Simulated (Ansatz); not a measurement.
CuAu: response to strain

Base system: CuAu (space group P4/mmm, No. 123; relaxed with 0.1 eV smearing).

```
CELL_PARAMETERS angstrom
      2.81285     0.00000     0.00000
      0.00000     2.81285     0.00000
      0.00000     0.00000     3.59296
ATOMIC_POSITIONS crystal
  Cu 0.00000 0.00000 0.00000
  Au 0.50000 0.50000 0.50000
```

Cartesian axes are those of the cell as printed.

Strains are applied to the cell and any free atomic positions relax.

Calculations: PBEsol (Ansatz, a program for electronic structure), no spin-orbit coupling.

Notes on the quantities. energy relative to the base: free energy F.

| uniaxial strain ε_zz (%) | energy relative to the base (meV/atom) |
|---|---|
| 0 | 0.0 |
| 0.5 | 0.2 |
| 1 | ? |
| 1.5 | 1.8 |
| 2 | 3.2 |
| 2.5 | 4.9 |
| 3 | 7.0 |

Q: Fit ΔE = Aε² + Bε³ (ε in %) to the rows shown and predict the withheld row.

A: Least squares on the printed values gives A = 0.831 and B = -0.018 meV/atom (largest residual 0.0 meV/atom); this predicts 0.8 meV/atom, and the run gives 0.8 meV/atom, in agreement.

Stability against distortions was not tested. The final runs are not spin-polarised.
